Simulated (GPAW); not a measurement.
```yaml
crystal:
  lattice:
    - [3.10632, 0.00000, 0.00000]
    - [-1.55316, 2.69015, 0.00000]
    - [0.00000, 0.00000, 4.85961]
  atoms:
    - { symbol: Ta, position: [0.66667, 0.33333, 0.74529] }
    - { symbol: Ta, position: [0.33333, 0.66667, 0.25471] }
    - { symbol: N, position: [0.00000, 0.00000, 0.00000] }
```

Method of the run: PBE+U, GPAW PAW datasets PBE (gpaw-data 1.0.1) (plane waves; GPAW).

The set-up and first iterations of a GPAW log for Ta2N (P-3m1, 3 atoms in the cell):

```
Input parameters:
  convergence: {forces: 0.001}
  kpts: {gamma: True,
         size: (12, 12, 7)}
  maxiter: 120
  mode: {ecut: 900.0000000000001,
         name: pw}
  nbands: -9
  occupations: {name: methfessel-paxton,
                order: 0,
                width: 0.05}
  setups: {Ta: :d,7.0}
  symmetry: {symmorphic: False,
             tolerance: 0.0005}
  xc: PBE

species:
  Ta:
    name: Tantalum
    Z: 73.0
    valence: 13
    core: 60
    charge: 0.0
    Hubbard: {U: 7.0,  # eV
              l: 2,
              scale: True}
    file: Ta.PBE.gz

    # Using partial waves for Ta as LCAO basis

  N:
    name: Nitrogen
    Z: 7.0
    valence: 5
    core: 2
    charge: 0.0
    file: N.PBE.gz

    # Using partial waves for N as LCAO basis

Reference energy: -849826.604306  # eV

Spin-paired calculation

Convergence criteria:
 Maximum [total energy] change in last 3 cyles: 0.0005 eV / valence electron
   [... lines left out ...]

Occupation numbers: Methfessel-Paxton:
  width: 0.0500  # eV
  order: 0

Eigensolver

Densities:
  Coarse grid: 24*24*35 grid
  Fine grid: 48*48*70 grid
  Total Charge: 0.000000

Density mixing:
  Method: separate
  Backend: pulay
  Linear mixing parameter: 0.05
  old densities: 5
  Damping of long wavelength oscillations: 50

Hamiltonian:
  XC and Coulomb potentials evaluated on a 48*48*70 grid
  External potential:
    NoExternalPotential

XC parameters: PBE with 2 nearest neighbor stencil

Number of atoms: 3
Number of atomic orbitals: 30
Number of bands in calculation: 24
Number of valence electrons: 31
Bands to converge: occupied

Density initialized from atomic densities
  24 bands from LCAO basis set

Atomic positions and initial magnetic moments

Positions:
   0 Ta     1.553163    0.896717    3.621821    ( 0.0000,  0.0000,  0.0000)
   1 Ta    -0.000001    1.793438    1.237792    ( 0.0000,  0.0000,  0.0000)
   2 N      0.000000    0.000000    0.000000    ( 0.0000,  0.0000,  0.0000)

Unit cell:
           periodic     x           y           z      points  spacing
  1. axis:    yes    3.106323    0.000000    0.000000    24     0.1121
  2. axis:    yes   -1.553161    2.690155    0.000000    24     0.1121
  3. axis:    yes    0.000000    0.000000    4.859613    35     0.1388

  Lengths:   3.106323   3.106323   4.859613
  Angles:   90.000000  90.000000 119.999989

Effective grid spacing dv^(1/3) = 0.1263
     iter     time        total  log10-change:
                         energy   eigst   dens  force
iter:   1 --:--:--   -18.232605
iter:   2 --:--:--   -17.522254   -0.96  -1.02
iter:   3 --:--:--   -15.741283   -1.10  -1.06
iter:   4 --:--:--   -15.540725   -1.67  -1.31
iter:   5 --:--:--   -15.494981   -1.26  -1.45
iter:   6 --:--:--   -15.491792   -2.03  -1.83
iter:   7 --:--:--   -15.482283c  -2.48  -2.07
iter:   8 --:--:--   -15.485394c  -3.25  -2.51
iter:   9 --:--:--   -15.493225c  -2.97  -2.47
iter:  10 --:--:--   -15.492844c  -3.90  -2.66
iter:  11 --:--:--   -15.492518c  -5.18  -2.88
iter:  12 --:--:--   -15.493695c  -5.02  -2.86
iter:  13 --:--:--   -15.500038c  -4.02  -2.89
iter:  14 --:--:--   -15.520401   -2.97  -2.85
iter:  15 --:--:--   -15.521163   -4.26  -2.95
iter:  16 --:--:--   -15.524923c  -3.99  -2.97
iter:  17 --:--:--   -15.520928c  -4.23  -2.97
iter:  18 --:--:--   -15.535394c  -2.91  -2.97
iter:  19 --:--:--   -15.545493   -3.43  -2.99
iter:  20 --:--:--   -15.523026   -2.87  -2.89
iter:  21 --:--:--   -15.504069   -2.69  -3.04
iter:  22 --:--:--   -15.532863   -2.54  -2.88
iter:  23 --:--:--   -15.538341   -3.48  -2.98
iter:  24 --:--:--   -15.543119c  -3.83  -2.93
iter:  25 --:--:--   -15.528594c  -3.23  -2.94
iter:  26 --:--:--   -15.517175   -2.98  -3.00
iter:  27 --:--:--   -15.541865   -2.65  -2.95
iter:  28 --:--:--   -15.523452   -3.08  -2.90
iter:  29 --:--:--   -15.536323   -3.29  -2.96
iter:  30 --:--:--   -15.527184c  -3.69  -2.88
   [... lines left out ...]
```

Question: How does the run end?

Answer: The run ended unconverged after 120 iterations. It gives no final result for the task that was set. The log goes on:

```
   [... 5 lines left out ...]
iter:  60 --:--:--   -15.524371   -2.63  -2.90
iter:  61 --:--:--   -15.486874   -2.25  -3.01
iter:  62 --:--:--   -15.559256   -1.83  -2.72
   [... lines left out ...]
iter: 119 --:--:--   -15.546147   -2.05  -2.76
iter: 120 --:--:--   -15.584795   -2.29  -2.87

Did not converge!

Here are some tips:

1) Make sure the geometry and spin-state is physically sound.
2) Use less aggressive density mixing.
3) Solve the eigenvalue problem more accurately at each scf-step.
4) Use a smoother distribution function for the occupation numbers.
5) Try adding more empty states.
6) Use enough k-points.
7) Don't let your structure optimization algorithm take too large steps.
8) Solve the Poisson equation more accurately.
9) Better initial guess for the wave functions.

See details here:

    https://gpaw.readthedocs.io/documentation/convergence.html
Traceback (most recent call last):
   [... frames left out ...]
gpaw.KohnShamConvergenceError: Did not converge!  See text output for help.
```

The starting cell comes from a database of computed structures (which also holds hypothetical and non-ambient phases and stackings), without a prior relaxation at this level. Its lattice was rescaled by a random factor within 2.5 % of one. Spin-orbit coupling is off. Spin polarisation is off. The U value is a test value, and with U on an open shell several self-consistent states can exist.

The run was DFT PBE+U, plane waves, GPAW PAW datasets PBE (gpaw-data 1.0.1). Main settings of its input:

* **mode**: pw
* **ecut**: 900 eV
* **xc**: PBE
* **setups**: {Ta: :d,7.0}
* **kpts**: 12 12 7
* **mesh shift (steps)**: 0 0 0
* **occupations.name**: methfessel-paxton
* **occupations.width**: 0.05 eV
* **occupations.order**: 0
* **nbands**: -9
* **convergence.forces**: 0.001 eV/Å
* **symmetry.symmorphic**: false
